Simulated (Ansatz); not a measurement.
Take MgO (space group P6_3/mmc, No. 194; a = 3.494 Å, c = 4.194 Å; a cell from a computed database, its experimental status unchecked) as the base.

Modification: cell and atoms relaxed at a pressure of 10 GPa.

Levels (all Ansatz, an electronic-structure program, PAW): PBEsol (420 eV, no spin-orbit coupling); HSE06 (420 eV, no spin-orbit coupling).

The geometry is relaxed with PBEsol.

* **PBEsol lowest conduction level above the VBM at special points**: Γ 3.61 eV; A 6.67 eV; M 7.03 eV

With HSE06 at the same geometry, the lowest conduction level above the VBM at special points becomes Γ 5.39 eV; A 8.54 eV; M 8.92 eV (PBEsol: Γ 3.61 eV; A 6.67 eV; M 7.03 eV).

Single points use the geometry relaxed with PBEsol. The levels and masses belong to the bands next to the band gap. Load acts through the strain it causes; cell and atoms are relaxed under it. Stability against distortions was not tested. No other phases were tried under pressure. This is not the structure that MgO has at room temperature and ambient pressure.
